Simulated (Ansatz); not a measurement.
The parent structure is SiC (space group P6_3mc, No. 186; a = 3.095 Å, c = 15.186 Å).

All numbers come from DFT with PBE, PAW potentials and a 420 eV plane-wave cutoff in Ansatz (a first-principles code), without spin-orbit coupling, earlier PAW set.

For the base:

| Property | Result |
|---|---|
| Volume per atom | 10.50 Å³ |
| c/a ratio | 4.907 |

It is then changed as follows: a hydrostatic pressure of 3 GPa.

What does the calculation give for the volume per atom and c/a ratio after the change?

The volume per atom drops by 0.14 Å³ (10.50 Å³ → 10.36 Å³); the c/a ratio stays essentially unchanged (4.907 against 4.906).

Load acts through the strain it causes; cell and atoms are relaxed under it. Stability against distortions was not tested.
